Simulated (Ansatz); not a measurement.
**Amorphous In₁₆Zn₈O₃₂**

The cell was made by melting and quenching with the CHGNet potential and then relaxed with DFT. O atoms were pushed apart under 1.9 Å during the dynamics, to hinder bonds among them. It is the lowest in DFT energy of 2 quenches. It is a model cell: composition and starting density were chosen by hand, and all elements were melted together. No dispersion term was used.

All values below come from PBE, scalar-relativistic without spin-orbit coupling (plane waves to 420 eV, PAW; Ansatz, a quantum-chemistry and plane-wave program). Geometry, pressure, stress and energy are those of the PBE run. Its sampling: a 2×2×2 Γ-centred mesh; Fermi-Dirac width 0.02 eV; no spin polarisation.

- Number of atoms in the cell = 56
- Density (volume relaxed, without dispersion) = 6.04 g/cm³
- Volume per atom = 95.2 bohr³
- Pressure on a 2×2×2 Γ-centred mesh = 0.10 GPa
- Largest force and stress component on that mesh (the relaxation ran on the zone centre alone) = 0.09 eV/Å and 1.0 GPa
- Energy relative to bixbyite In2O3 + wurtzite ZnO (lowest mix at this level among the phases computed, not always the ambient ones) = 0.191 eV/atom
- Gap on a 2×2×2 Γ-centred mesh (PBE) = 0.35 eV
- Gap at the zone centre (PBE) = 0.34 eV

Bonds are counted up to In-In 3.12 Å, In-Zn 2.90 Å, In-O 2.66 Å, Zn-Zn 2.68 Å, Zn-O 2.58 Å, O-O 1.58 Å. Two cations that share two anions don't count as bonded, nor two that share one unless they lie closer than In-In 3.04 Å, In-Zn 2.82 Å, Zn-Zn 2.61 Å.

Mean coordination of In by anions: 5.19 (2 with 4, 9 with 5, 5 with 6)
Mean coordination of Zn by anions: 4.38 (5 with 4, 3 with 5)
Mean coordination of O: 3.69 (10 with 3, 22 with 4)
Mean In-O bond: 2.193 Å (spread 0.095 Å, 83 counted)
Mean Zn-O bond: 2.048 Å (spread 0.114 Å, 35 counted)

Its density started from a set value of 5.82 g/cm³. The quench (nominally 170 K/ps over its main leg) was far faster than any real one, so the model tends to hold more defects than a real film. Values belong to this one cell and scatter from quench to quench. The volume was free in the relaxation, at fixed shape. Stress components on the final sampling reach 1.0 GPa.
